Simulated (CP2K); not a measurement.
Band structure of ZrGeS (P4/nmm, 6 atoms in the cell).

```
CELL_PARAMETERS angstrom
      3.54845     0.00000     0.00000
      0.00000     3.54845     0.00000
      0.00000     0.00000     7.87235
ATOMIC_POSITIONS crystal
  Zr 0.00000 0.50000 0.72519
  Zr 0.50000 0.00000 0.27481
  Ge 0.50000 0.50000 0.00000
  Ge 0.00000 0.00000 0.00000
  S  0.00000 0.50000 0.37856
  S  0.50000 0.00000 0.62144
```

Method of the run: PBEsol, GPW, DZVP-MOLOPT-PBE-GTH basis, GTH-PBE potentials (POTENTIAL_UZH) (CP2K).

Settings: CUTOFF = 500 Ry; REL_CUTOFF = 40 Ry; SMEAR/METHOD = FERMI_DIRAC; ELECTRONIC_TEMPERATURE = 1578.21 K; KPOINTS/SCHEME = MONKHORST-PACK 7 7 3; XC_FUNCTIONAL = PBE:PBESOL; Zr/BASIS_SET = DZVP-MOLOPT-PBE-GTH-q12; Zr/POTENTIAL = GTH-PBE-q12; Ge/BASIS_SET = DZVP-MOLOPT-PBE-GTH-q4; Ge/POTENTIAL = GTH-PBE-q4; S/BASIS_SET = DZVP-MOLOPT-PBE-GTH-q6; S/POTENTIAL = GTH-PBE-q6; METHOD = GPW; EPS_DEFAULT = 1e-10.

The starting cell comes from a database of computed structures (which also holds hypothetical and non-ambient phases and stackings), without a prior relaxation at this level. Its lattice was rescaled by a random factor within 2.5 % of one. Values carry the incompleteness of an atom-centred basis. The potentials were made for another functional than the one used.

Levels in eV from the Fermi level, bands 19 to 24:
```tsv
point	19	20	21	22	23	24
Γ	-2.66	-2.35	-2.35	-1.12	-0.25	0.44
X	-1.93	-1.93	-0.71	-0.71	0.67	0.67
M	-3.94	-3.94	-2.55	-2.55	2.82	2.82
Z	-3.07	-3.01	-2.32	-2.32	0.27	0.98
R	-2.21	-2.21	-0.39	-0.39	0.85	0.85
A	-3.92	-3.92	-2.56	-2.56	1.56	1.56
```

Bands cross the Fermi level along this path, so the cell is metallic at this level.

Higher empty bands are left out: an atom-centred basis made for the valence describes them poorly.
